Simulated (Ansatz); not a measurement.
TiAl: response to strain

Take TiAl (space group P4/mmm, No. 123; a = 2.813 Å, c = 4.062 Å; relaxed with 0.1 eV smearing) as the base. Axes: x, y, z lie along a, b, c of the conventional cell.

Strains are applied to the cell and any free atomic positions relax; under biaxial strain the out-of-plane vector relaxes too.

Level of theory: r2SCAN in Ansatz (plane waves to 500 eV, PAW, without spin-orbit coupling), earlier PAW set.

Notes on the quantities. energy relative to the base: free energy F; pressure: mean of the normal stresses, compression positive.

```tsv
case	energy relative to the base	pressure	volume per atom
base	0 meV/atom	0.0 GPa	16.07 Å³
biaxial strain +3.36 %, plane normal [001], relaxed out of plane	–	?	16.54 Å³
isotropic strain −1.89 %	+21 meV/atom	7.7 GPa	15.17 Å³
isotropic strain −0.36 %	+0.7 meV/atom	?	15.89 Å³
uniaxial strain ε_yy = +0.75 %	+0.6 meV/atom	?	16.19 Å³
tensor shear ε_yz = +2.52 %	?	0.4 GPa	16.06 Å³
```

**Question.** Some entries are withheld; estimate them.

**Answer.** 
- biaxial strain +3.36 %, plane normal [001], relaxed out of plane, pressure: -3.4 GPa
- isotropic strain −0.36 %, pressure: 1.3 GPa
- uniaxial strain ε_yy = +0.75 %, pressure: -0.9 GPa
- tensor shear ε_yz = +2.52 %, energy relative to the base: +16 meV/atom

Whether these cells are dynamically stable was not tested. All final runs are without spin polarisation.

Ansatz is a first-principles code.
